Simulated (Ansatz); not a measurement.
Consider the following.

```
CELL_PARAMETERS angstrom
      0.00000     2.65592     2.65592
      2.65592     0.00000     2.65592
      2.65592     2.65592     0.00000
ATOMIC_POSITIONS crystal
  N  0.75000 0.75000 0.75000
  La 0.00000 0.00000 0.00000
```

A single point on hypothetical zinc blende LaN with a change (isotropic strain −4.23 %), its geometry relaxed with PBEsol.

Method: PBEsol in Ansatz (plane waves to 420 eV, PAW, with spin-orbit coupling). Γ-centred 10×10×10 mesh, Fermi–Dirac width 0.05 eV.

### Question
What is the computed smallest direct gap?

### Answer
2.30 eV.

### Question
What band gap does the calculation give?

### Answer
0.95 eV.

### Question
Estimate the pressure.

### Answer
14.89 GPa.

Single points use the geometry relaxed with PBEsol. Whether these cells are dynamically stable was not tested. The cell was made from LaN in the zinc blende structure (space group F-43m, No. 216; a hypothetical phase, not in the database extracts checked) by this change: isotropic strain −4.23 %.

Ansatz is a program for electronic structure.
